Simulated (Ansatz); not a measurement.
The starting structures come from a database of crystals and need not be the phases stable at ambient conditions.

 Where the default PAW files enter, the runs use the earlier of Ansatz's two default sets.

Given:

```
MoSrO4
1.0
    5.44320     0.00000     0.00000
   -2.71809     6.71329     0.00000
   -0.00702    -2.25281     5.01721
Sr Mo O
2 2 8
Direct
  0.62407   0.74814   0.87407
  0.37593   0.25186   0.12593
  0.12808   0.75616   0.37808
  0.87192   0.24384   0.62192
  0.71373   0.40634   0.56656
  0.28627   0.59366   0.43344
  0.19261   0.40634   0.83978
  0.80739   0.59366   0.16022
  0.93243   0.08360   0.30359
  0.06757   0.91640   0.69641
  0.65117   0.08360   0.78001
  0.34883   0.91640   0.21999
```

Space group of this cell: C2/c. The cell is taken as given; by r2SCAN its mean pressure is -7.3 GPa.

Transport runs along the normal of the first two printed cell vectors.

The gap is the functional's own, uncorrected, and κ follows it; spin-orbit coupling is left out. Mid-gap values are interpolated between the computed energies.

**Question.** State the band gap and the smallest decay constant κ at mid-gap according to r2SCAN in Ansatz (a first-principles code).

**Answer.** Gap 3.83 eV on a 6×6×6 mesh; κ = 0.568 1/Å, at the zone centre.
